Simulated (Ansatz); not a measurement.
Take SbP in the rock salt structure (space group Fm-3m, No. 225; a = 5.600 Å; a hypothetical phase, not in the database extracts checked; relaxed with 0.1 eV smearing) as the base. Axes: x, y, z lie along the cube axes.

Level of theory: r2SCAN/PAW in Ansatz (an electronic-structure program), no spin-orbit coupling.

For the base:

| Item | Result |
|---|---|
| Shortest interatomic distance | 2.800 Å |

It is then changed as follows: uniaxial stress, 3 GPa tension along x; all other stress components relax to zero.

Problem. What does the calculation give for the mean lateral Poisson ratio after the change?

Solution. The mean lateral Poisson ratio amounts to 0.11.

Problem. What does the calculation give for the shortest interatomic distance after the change?

Solution. The shortest interatomic distance decreases by 0.0056 Å to 2.795 Å.

Load acts through the strain it causes; cell and atoms are relaxed under it. Stability under load was not tested beyond the relaxation. All final runs are without spin polarisation.
